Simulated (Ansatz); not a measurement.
Take C in the diamond structure (space group Fd-3m, No. 227; a = 3.560 Å) as the base. Axes: x, y, z lie along the cube axes.

The change: uniaxial stress, 3 GPa tension along z, with the cell and atoms free to relax against it.

Computed with plane-wave PAW DFT at the r2SCAN level (Ansatz, a first-principles code, 500 eV), no SOC.

Give the band edges at the high-symmetry points of the new zone, measured from its valence-band maximum.


```csv
point,valence edge (eV),conduction edge (eV)
Γ,0.00,5.86
X,-6.70,4.99
P,-8.74,11.22
N,-2.97,8.89
M,-6.65,5.06
S,-5.65,6.04
S₀,-5.65,6.04
R,-8.74,11.29
G,-8.74,11.29
```

The gap is 4.32 eV, indirect, Γ → Γ–X (75 % along).

Load acts through the strain it causes; cell and atoms are relaxed under it. Stability under load was not tested beyond the relaxation. Labels are those of the standard path for the cell's own space group.
